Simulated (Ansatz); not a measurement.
# NiHg₄ (Im-3m): resistivity and electron-phonon coupling

```
Hg4Ni
1.0
   -3.00728     3.00728     3.00728
    3.00728    -3.00728     3.00728
    3.00728     3.00728    -3.00728
Ni Hg
1 4
Direct
  0.00000   0.00000   0.00000
  0.00000   0.00000   0.50000
  0.00000   0.50000   0.00000
  0.50000   0.50000   0.50000
  0.50000   0.00000   0.00000
```

These are PBEsol, DFPT electron-phonon coupling, linearised Boltzmann equation (plane waves, PAW, scalar-relativistic; Ansatz, a quantum-chemistry and plane-wave program) values and carry that method's errors. Cell: relaxed with this functional, without spin-orbit coupling.

The resistivity at 300 K comes out as 15.8 μΩ·cm.

A metal at this level (no band gap). Only scattering by harmonic phonons is included (no impurities, grain boundaries, electron-electron scattering or thermal expansion). Spin-orbit coupling is left out, which matters with elements this heavy. Halving the electron mesh (20x20x20) moves the resistivity by up to 2 % at 300 K. Smearing 0.20 eV; phonons on a 3x3x3 q mesh, which this run doesn't test and which matters most at low temperature.

Computed structure with no diffraction record at hand here (it may be known, metastable or hypothetical): NiHg4 (Im-3m). Treated as nonmagnetic (a ferromagnetic start lost its moment, other orders weren't tried): NiHg4 (Im-3m).
